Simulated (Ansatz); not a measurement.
The reference is CdTe in the wurtzite structure (space group P6_3mc, No. 186; a = 4.5829 Å, c = 7.5160 Å; a cell from a computed database, its experimental status unchecked).

Levels (all Ansatz, an electronic-structure program, PAW): PBEsol (420 eV, spin-orbit coupling left out); r2SCAN (500 eV, no spin-orbit coupling); HSE06 (420 eV, without spin-orbit coupling).

At the geometry relaxed with PBEsol, these levels gave the following band gaps, in shuffled order: (a) 1.66 eV, (b) 0.69 eV, (c) 1.32 eV.

**Question.** Match each gap to its level.

**Answer.** (a) HSE06; (b) PBEsol; (c) r2SCAN.

Single points use the geometry relaxed with PBEsol. Spin-orbit coupling, missing from the scalar runs, can matter with Te. Whether these cells are dynamically stable was not tested. The base started in Cmc2_1 and relaxed to P6_3mc at this level. This is not the structure that CdTe has at room temperature and ambient pressure.
